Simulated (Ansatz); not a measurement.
We consider α-phase CO, described by LDA (Ansatz, an electronic-structure program, plane waves, PAW).

Run with plane-wave cutoff 520 eV, 6×6×6 k mesh, Fermi–Dirac smearing 0.01 eV, scalar-relativistic PAW data made under PBE.

Computed at the level's own relaxed cell.

```yaml
crystal:
  lattice:
    - [5.17565, 0.00000, 0.00000]
    - [0.00000, 5.17565, 0.00000]
    - [0.00000, 0.00000, 5.17565]
  atoms:
    - { symbol: C, position: [0.96270, 0.96270, 0.96270] }
    - { symbol: C, position: [0.46270, 0.53730, 0.03730] }
    - { symbol: C, position: [0.03730, 0.46270, 0.53730] }
    - { symbol: C, position: [0.53730, 0.03730, 0.46270] }
    - { symbol: O, position: [0.08834, 0.08834, 0.08834] }
    - { symbol: O, position: [0.58834, 0.41166, 0.91166] }
    - { symbol: O, position: [0.91166, 0.58834, 0.41166] }
    - { symbol: O, position: [0.41166, 0.91166, 0.58834] }
```

**Question.** List the 26 lowest band energies at Γ above −25 eV (eV, relative to the valence band maximum), grouping those that round alike.

**Answer.** At Γ: -20.77, -20.61 (×3), -5.80 (×3), -5.35, -3.77 (×3), -3.41 (×2), -3.12 (×3), -1.91, -0.07 (×3), 5.65 (×3), 6.61 (×3).

Note: the volume lies 22 % below that of the published cell.
